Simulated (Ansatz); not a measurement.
Levels about the gap of amorphous In₉Ga₉Zn₉O₄₁Ta₂ (70 atoms in a cell of 870 Å³, 6.24 g/cm³; zone centre alone, so wide bands show as single levels with stretches between that a denser mesh fills), at the geometry that PBE relaxed, where it gives 0.2 GPa on a denser mesh. The participation number counts the atoms over which a state spreads; weights are charges in smoothed Voronoi cells. The levels come from a single point, so bond lengths are those of that geometry. Method of the levels: PBE, scalar-relativistic without spin-orbit coupling (Ansatz, a first-principles code). Sampling: the zone centre alone; Fermi-Dirac width 0.02 eV; no spin polarisation. At PBE the levels at the filled edge of the gap are localised (band-tail or defect states).

A CHGNet melt-quench gave the starting glass, which DFT then relaxed. O atoms were pushed apart under 1.9 Å during the dynamics, to hinder bonds among them. The hot cell started wider than the set density and was brought back towards it in steps. It is the lowest in DFT energy of 2 quenches. It is a model cell: composition and starting density were chosen by hand, and all elements were melted together. No dispersion term was used. Its density started from a set value of 6.12 and ended at 6.24 g/cm³. Cooling (nominally 210 K/ps over its main leg) ran many orders faster than in experiment, which tends to leave more defects and strain. A cell of this size samples the disorder only roughly. Volume and shape were free in the relaxation. On a 2×2×2 Γ-centred mesh force components of up to 0.22 eV/Å stay, since the relaxation ran on the zone centre alone.

```tsv
E - E(highest filled), eV	filling	participation number	largest on	weight O	weight Ta	weight In	weight Zn
-0.50	filled	25.8	O, 3 neighbours	0.84	0.00	0.02	0.12
-0.48	filled	20.3	O, 3 neighbours	0.86	0.00	0.02	0.10
-0.43	filled	18.5	O, 3 neighbours	0.87	0.00	0.02	0.09
-0.36	filled	25.0	O, 3 neighbours	0.85	0.00	0.02	0.11
-0.32	filled	6.4	O, 3 neighbours	0.90	0.00	0.02	0.07
-0.24	filled	19.0	O, 4 neighbours	0.88	0.00	0.02	0.08
0.00	filled	9.3	O, 4 neighbours	0.87	0.00	0.02	0.09
1.05	empty	61.5	In, 4 neighbours	0.52	0.01	0.20	0.14
3.30	empty	21.2	In, 5 neighbours	0.53	0.09	0.28	0.06
3.37	empty	8.7	Ta, 7 neighbours	0.42	0.34	0.15	0.03
3.55	empty	19.9	Ta, 7 neighbours	0.47	0.23	0.17	0.10
3.75	empty	14.5	Ta, 6 neighbours	0.42	0.34	0.11	0.06
3.81	empty	23.5	Ta, 6 neighbours	0.49	0.20	0.21	0.05
3.84	empty	29.5	Ta, 6 neighbours	0.52	0.16	0.19	0.05
```

Most localised among these is the filled level at -0.32 eV, on a O atom, which has 3 neighbours (Zn 1.99 Å, In 2.03 Å, In 2.21 Å).
